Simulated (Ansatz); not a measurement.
```xyz
3
Lattice="2.9698 0.0000 0.0000 1.4849 2.5719 0.0000 1.4849 -0.8573 5.9478" Properties=species:S:1:pos:R:3 pbc="T T T"
Mo     2.9698     0.0000     0.0007
S      2.9698     1.7146     1.6140
S      4.4547     0.8573     4.3325
```

No spin polarisation.

Calculations: PBEsol-D3(BJ), PAW, 420 eV (Ansatz, a quantum-chemistry and plane-wave program; spin-orbit coupling left out). k-mesh 12×12×12 (Γ-centred); smearing 0.05 eV (Fermi–Dirac).

Question: What band gap does the calculation give?

Answer: 0.68 eV.

Question: Estimate the mean in-plane stress (compression positive).

Answer: +16.9 GPa.

The cells carry an imposed strain or load. No phonon test of stability was made. The cell was made from MoS₂ in the 3R-MoS2 type structure (space group R3m, No. 160; layered, stacked along the Cartesian z axis) by this change: biaxial strain −4.68 %, plane normal [001], relaxed out of plane.
